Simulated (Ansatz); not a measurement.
**NbN: pressure 50 GPa**

The reference is NbN in the rock salt structure (space group Fm-3m, No. 225; a = 4.421 Å).

Modification: a hydrostatic pressure of 50 GPa.

Method: PBE in Ansatz (plane waves to 420 eV, PAW, no spin-orbit coupling), earlier PAW set. k-mesh 18×18×18 (Γ-centred); smearing 0.05 eV (Fermi–Dirac).

| quantity | base | changed | shift |
|---|---|---|---|
| volume per atom | 10.80 Å³ | 9.54 Å³ | -1.26 Å³ |
| density | 8.22 g/cm³ | 9.30 g/cm³ | +1.08 g/cm³ |
| lattice parameter a | 4.421 Å | 4.242 Å | -0.179 Å |
| shortest interatomic distance | 2.211 Å | 2.121 Å | -0.090 Å |
| enthalpy H = E + PV relative to the base's energy | – | +3.15 eV/atom | – |
| band gap | zero | zero | – |

Final structure:

```xyz
2
Lattice="0.0000 2.1211 2.1211 2.1211 0.0000 2.1211 2.1211 2.1211 0.0000" Properties=species:S:1:pos:R:3 pbc="T T T"
N      0.0000     0.0000     0.0000
Nb     2.1211     2.1211     2.1211
```

Load acts through the strain it causes; cell and atoms are relaxed under it. Whether these cells are dynamically stable was not tested. No other phases were tried under pressure. The final runs are not spin-polarised.

Ansatz is a first-principles code.
